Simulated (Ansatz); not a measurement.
**A computed series for hypothetical zinc blende BiP: pressure series**

Take BiP in the zinc blende structure (space group F-43m, No. 216; a = 6.466 Å; a hypothetical phase, not in the database extracts checked) as the base.

Cell and atoms are relaxed at each pressure.

Method: Ansatz (a first-principles code), r2SCAN, PAW, cutoff 500 eV, no spin-orbit coupling.

Notes on the quantities. enthalpy: H = E + PV relative to the base's energy.

```csv
case,shortest interatomic distance,density,enthalpy
base,2.800 Å,5.90 g/cm³,–
pressure −2 GPa,2.846 Å,5.62 g/cm³,-0.43 eV/atom
pressure −1 GPa,2.822 Å,5.76 g/cm³,-0.21 eV/atom
pressure 0.9 GPa,…,…,+0.19 eV/atom
pressure 4.5 GPa,2.723 Å,6.41 g/cm³,+0.91 eV/atom
pressure 9 GPa,2.665 Å,6.83 g/cm³,+1.75 eV/atom
pressure 15 GPa,2.606 Å,7.31 g/cm³,+2.81 eV/atom
pressure 22.5 GPa,2.547 Å,7.83 g/cm³,+4.04 eV/atom
pressure 30 GPa,2.500 Å,8.28 g/cm³,+5.20 eV/atom
```

### Question
Some entries are withheld; estimate them.

### Answer

- pressure 0.9 GPa, shortest interatomic distance: 2.782 Å
- pressure 0.9 GPa, density: 6.01 g/cm³

Load acts through the strain it causes; cell and atoms are relaxed under it. Whether these cells are dynamically stable was not tested. Competing high-pressure phases were not computed. The final runs are not spin-polarised.
